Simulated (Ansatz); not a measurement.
## Ge2Sb2Te5 (P-3m1, No. 164, 9 atoms in the cell; start mp-1224375)

The numbers are results of PBE+SOC (plane waves, PAW; Ansatz, a quantum-chemistry and plane-wave program), not measurements.

Settings: plane-wave cutoff 520 eV, 6×6×2 k mesh (along the axes of the cell as run), Fermi–Dirac smearing 0.01 eV, PAW data made under PBE.

Cell (relaxed with PBE-D3(BJ)):

```
Ge2Sb2Te5
1.0
    4.23288     0.00000     0.00000
   -2.11644     3.66579     0.00000
    0.00000     0.00000    16.83203
Ge Sb Te
2 2 5
Cartesian
  0.00000   2.44386  15.13298
  2.11644   1.22193   1.69905
  0.00000   0.00000  11.46881
  0.00000   0.00000   5.36323
  0.00000   0.00000   0.00000
  2.11644   1.22193  13.47311
  0.00000   2.44386   3.35892
  0.00000   2.44386   9.74085
  2.11644   1.22193   7.09119
```

For Ge2Sb2Te5 (P-3m1, No. 164, 9 atoms in the cell; start mp-1224375), the band gap is 0.19 eV (on the SCF k mesh).

Note: cell and atoms aren't relaxed at this level (largest force component 0.05 eV/Å, pressure 2.5 GPa).

The computed numbers hold no vibrational or temperature effects.

It cost about 2.7 core-minutes (a rough figure) of CPU time.

A start named mp-… is a Materials Project structure, which need not be a measured phase.
